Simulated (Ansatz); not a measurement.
WGe (model structure, started from the WC type, P-6m2, No. 187, 2 atoms in the cell): properties by level of theory

| level (code) | lattice parameter a (Å) | c axis length (Å) | formation enthalpy (eV/atom) |
|---|---|---|---|
| PBE (Ansatz) | 3.212 | 3.609 | 0.221 |
| PBEsol (Ansatz) | 3.172 | … | … |
| PBE-D3(BJ) (Ansatz) | 3.169 | 3.602 | 0.160 |

Problem. What belongs in the gaps?

Solution. 
- PBEsol (Ansatz, a first-principles code), c axis length (Å): 3.583
- PBEsol (Ansatz), formation enthalpy (eV/atom): 0.149

Ansatz's density-functional and Hartree–Fock values are scalar-relativistic unless marked +SOC, with PAW data made under PBE.

The computed numbers hold no vibrational or temperature effects.

A model structure was made by putting elements into a prototype or built by hand; it is no filed structure, need not be a known phase, and can be a saddle point held by its symmetry.
